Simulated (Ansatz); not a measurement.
Step by step: formation energy of Zn_Al in Al (fcc, Fm-3m)

Subject: the formation energy of Zn_Al in Al (fcc, Fm-3m). Reaction: Zn (hcp) + 107 Al (fcc) → cell A.

A: a supercell of 108 sites of Al (fcc, Fm-3m) with Zn on an Al site (12 Al at 2.85 Å); spin state with PBE: run without spin.

Ansatz (an electronic-structure program) with PAW potentials; structures come from PBE relaxations, nuclei static, no net charge. Ansatz runs with its default PAW set. Other levels take these structures. The lattices are those relaxed with PBE, so at other levels the solids can be strained. Larger cells are relaxed from a start prepared with the learned potential CHGNet, on a coarser mesh till forces fall under 0.03 eV/Å, which some starts already meet. A dispersion term (D3(BJ), or D4 for r2SCAN) was computed beside these levels and is taken off wherever the name lacks it. The PAW files were made for PBE and serve at the other functionals too. Space groups of crystals are read within 0.01 Å. Mesh and cell size may move defect energies by 0.1 eV or more. Cell A has symmetry Pm-3m within 0.02 Å and got no random move, so less symmetric positions, which may lie lower, weren't tried.

Total energies of the cells in eV, at zero smearing width. They compare only within one column; the weights balance every element.

```csv
cell,atoms,weight,r2SCAN
A: Al:Zn_Al,108,+1,-61148.19634
Zn (hcp),2,−1/2,-6651.32185
Al (fcc),108,−107/108,-58363.10627
```

r2SCAN: (-61148.19634) − 1/2 × (-6651.32185) − 107/108 × (-58363.10627) = 0.172 eV.
